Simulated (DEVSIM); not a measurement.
Device: Al0.3Ga0.7As/GaAs p-n heterojunction, at 350 K.

Layer 1 from the left is Al0.3Ga0.7As, thickness (μm) 0.320, Na (cm⁻³) 1.1e17, τn (s) 3.2e-9, τp (s) 3.2e-9. Layer 2 from the left is GaAs, thickness (μm) 0.180, Nd (cm⁻³) 8.9e16, τn (s) 3.2e-9, τp (s) 3.2e-9.

Left contact: ohmic. Right contact: ohmic. Voltage is applied to the left contact. Recombination: SRH at mid-gap. Mobility is μmin + (μ − μmin)/(1 + (N/Nref)^α).

The device is made up for the run: typed textbook-type constants, with dimensions and the other settings drawn at random. Values at 300 K; Nc and Nv go as T^1.5, mobilities as T to minus their exponent, the gap by Varshni's rule with the affinity fixed.

Al0.3Ga0.7As: gap (eV) 1.7981, affinity (eV) 3.833, permittivity 12.05, Nc (cm⁻³) 6.96e17, Nv (cm⁻³) 9e18, μn (cm²/Vs) 3880, μp (cm²/Vs) 197, μn,min 500, μp,min 20, Nref,n 6e16, Nref,p 1.5e17, αn 0.39, αp 0.38, T exponent of μn 2.1, T exponent of μp 2.2, Varshni α (eV/K) 0.000541, Varshni β (K) 204. GaAs: gap (eV) 1.424, affinity (eV) 4.07, permittivity 12.9, Nc (cm⁻³) 4.7e17, Nv (cm⁻³) 9e18, μn (cm²/Vs) 8500, μp (cm²/Vs) 400, μn,min 500, μp,min 20, Nref,n 6e16, Nref,p 1.5e17, αn 0.39, αp 0.38, T exponent of μn 2.1, T exponent of μp 2.2, Varshni α (eV/K) 0.000541, Varshni β (K) 204.

DEVSIM, 1D drift-diffusion, Boltzmann statistics, complete ionisation; no tunnelling, impact ionisation, image-force lowering or self-heating. Band offsets follow the typed affinities; no thermionic-emission limit at abrupt steps, no polarisation charge.

Task: What does the simulation give for the potential step across the device at zero bias, the largest field in the device at zero bias, the dark forward voltage at 100 A/cm², the dark forward voltage at 1 A/cm²?

Result: potential step across the device at zero bias 1.341 V; largest field in the device at zero bias 140000 V/cm; dark forward voltage at 100 A/cm² 1.087 V; dark forward voltage at 1 A/cm² 0.935 V.
